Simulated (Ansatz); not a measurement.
Base system: TiAl3 (space group I4/mmm, No. 139).

```
TiAl3
1.0
   -1.92294     1.92294     4.30997
    1.92294    -1.92294     4.30997
    1.92294     1.92294    -4.30997
Al Ti
3 1
Direct
  0.50000   0.50000   0.00000
  0.75000   0.25000   0.50000
  0.25000   0.75000   0.50000
  0.00000   0.00000   0.00000
```

Level of theory: PBE/PAW in Ansatz (a first-principles code), scalar-relativistic without spin-orbit coupling.

For the base:

| Property | Value |
|---|---|
| Pressure | 0.0 GPa |

It is then changed as follows: the cell is scaled by 1.0500 in all directions; the atoms relax in the strained cell.

### Question
How does this affect the pressure?

### Answer
The pressure (mean of the normal stresses, compression positive) goes from zero to -11.4 GPa.

### Question
Predict the new energy relative to the base.

### Answer
The energy grows by 102 meV/atom.

Whether these cells are dynamically stable was not tested. All final runs are without spin polarisation.
